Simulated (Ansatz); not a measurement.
# How the smallest direct gap on the k points sampled of InP (model structure, started from the BeO type, P4₂/mnm, No. 136, 8 atoms in the cell) moves with the method

No measured value is used here.

```
level (code)         value (eV)
-------------------  ----------
LDA (Ansatz)                  …
PBEsol (Ansatz)               …
PBEsol+SOC (Ansatz)        0.69
r²SCAN (Ansatz)            1.26
r²SCAN+SOC (Ansatz)        1.23
HSE06 (Ansatz)             1.58
```

Fill in the missing entries.


- LDA (Ansatz, a quantum-chemistry and plane-wave program), value (eV): 0.57
- PBEsol (Ansatz), value (eV): 0.72

Computed values are for a static lattice. Spin–orbit coupling is included only where a level's name says +SOC; with heavier elements it mostly lowers gaps and can invert bands.  Values are at the PBEsol cell. Cutoffs and k meshes differ between the levels. Ansatz's density-functional and Hartree–Fock values are scalar-relativistic unless marked +SOC, with PAW data made under PBE.

A model structure was made by putting elements into a prototype or built by hand; it is no filed structure, need not be a known phase, and can be a saddle point held by its symmetry.
